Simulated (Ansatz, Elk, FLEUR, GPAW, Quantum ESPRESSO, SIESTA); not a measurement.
**Code comparison for YZn5 (P6/mmm, 6 atoms in the cell)**

Self-consistent single point, at a second geometry (lattice scaled by 0.98). First geometry:

```yaml
crystal:
  lattice:
    - [5.33374, 0.00000, 0.00000]
    - [-2.66687, 4.61915, 0.00000]
    - [0.00000, 0.00000, 4.24268]
  atoms:
    - { symbol: Y, position: [0.00000, 0.00000, 0.00000] }
    - { symbol: Zn, position: [0.00000, 0.50000, 0.50000] }
    - { symbol: Zn, position: [0.50000, 0.00000, 0.50000] }
    - { symbol: Zn, position: [0.50000, 0.50000, 0.50000] }
    - { symbol: Zn, position: [0.33333, 0.66667, 0.00000] }
    - { symbol: Zn, position: [0.66667, 0.33333, 0.00000] }
```

Shared settings, as Ansatz (a first-principles code) writes them: kpoints.mp_grid.grid = 6 6 6; scf.occupations.method = fermi_dirac; scf.occupations.width = 0.136 eV. Potentials and cutoffs stand in the table.

```tsv
code	model	ΔF from the first geometry (meV/atom)	pressure (GPa)	cutoff
GPAW	LDA (Perdew-Wang 92), GPAW PAW datasets LDA (gpaw-data 1.0.1)	-46.0	-5.02	850 eV
FLEUR	LDA (Perdew-Zunger), all-electron FLAPW (FLEUR), scalar-relativistic valence	-43.8	–	Kmax 4.3 1/bohr
Ansatz	LDA (PW92), PAW files made with PBE	-44.3	-4.75	default
SIESTA	LDA PW92, numerical atomic orbitals DZP, PseudoDojo LDA standard norm-conserving potentials (rewritten from UPF to PSML)	-89.6	-11.03	grid 400 Ry
Elk	LDA (PW92), all-electron FP-LAPW, Elk's shipped species files, default APW+lo basis	-49.1	–	default
Quantum ESPRESSO	LDA (PZ), PSlibrary PAW (LDA) pseudopotentials	-44.9	-6.35	50 Ry
```

For Quantum ESPRESSO (by 1.5 GPa) the energy change implies a higher mean pressure, against the two pressures, than for the other programs: a sign of finite-basis (Pulay) stress.

A dash marks a value that a program does not give, or that is left out as unsure.

The spread over the programs that give each value: ΔF from the first geometry within 45.8 meV/atom; pressure within 6.28 GPa.

SIESTA uses small atom-centred bases, whose incompleteness enters pressures, forces and empty levels differently from a plane-wave cutoff. FLEUR and Elk treat all electrons, but the usual bases taken here (sphere radii, linearisation, local orbitals, empty states) were not tested for convergence, so the values are no reference for the others. Ansatz's pressure is given at a fixed set of plane waves, as the other plane-wave codes print theirs; with its correction for the finite basis it is -4.71 GPa. The same LDA comes in different parametrisations, which differ slightly. In the pressure, SIESTA (by 6.01) and Quantum ESPRESSO (by 1.33) lie more than 1 GPa from the median of the plane-wave programs.

The starting cell comes from a database of computed structures (which also holds hypothetical and non-ambient phases and stackings), without a prior relaxation at this level. Its lattice was rescaled by a random factor within 2.5 % of one. For this run, on top of that: lattice scaled by 0.98.

Keys are those of Ansatz 0.2.
